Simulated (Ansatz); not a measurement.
For BAs (model structure, started from the NiAs type, P6₃/mmc, No. 194, 4 atoms in the cell), PBE in Ansatz (plane waves, PAW) gives:

```
Quantity                   Value
------------------  ------------
lattice constant a       3.274 Å
c axis length            5.408 Å
cohesive energy     3.63 eV/atom
```

Task: What does r²SCAN+rVV10 (Ansatz, a quantum-chemistry and plane-wave program, plane waves, PAW) give for the same quantities?

Result: 
- lattice constant a: 3.251 Å (drops by 0.7 %)
- lattice parameter c: 5.401 Å (shrinks by 0.1 %)
- cohesive energy: 3.67 eV/atom (increases by 0.04 eV/atom)

Changes are worked out from the printed values.

Unless a cell is named, each level is at its own relaxed cell (PBE 12.55, r²SCAN+rVV10 12.36 Å³/atom).

Ansatz's density-functional and Hartree–Fock values are scalar-relativistic unless marked +SOC, with PAW data made under PBE.

A model structure was made by putting elements into a prototype or built by hand; it is no filed structure, need not be a known phase, and can be a saddle point held by its symmetry.
